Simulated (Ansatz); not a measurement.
# Equilibrium lattice constant a of ScAl2 (model structure, started from the MoSi2 type, I4/mmm, No. 139, 3 atoms in the cell) at several levels of theory

No measured value is used here.

Question: Put these levels in order of the equilibrium lattice constant a that they give for ScAl2 (model structure, started from the MoSi2 type, I4/mmm, No. 139, 3 atoms in the cell), smallest first: LDA (Ansatz, a program for electronic structure), PBE (Ansatz), PBEsol (Ansatz), r²SCAN (Ansatz).

Answer: LDA (3.084 Å), PBEsol (3.122 Å), r²SCAN (3.142 Å), PBE (3.157 Å)

The crystal itself was run without spin with PBE, PBEsol, r²SCAN, LDA; a magnetic state was not tried in these runs. Cutoffs differ between the levels. Ansatz's density-functional and Hartree–Fock values are scalar-relativistic unless marked +SOC, with PAW data made under PBE.

A model structure was made by putting elements into a prototype or built by hand; it is no filed structure, need not be a known phase, and can be a saddle point held by its symmetry.
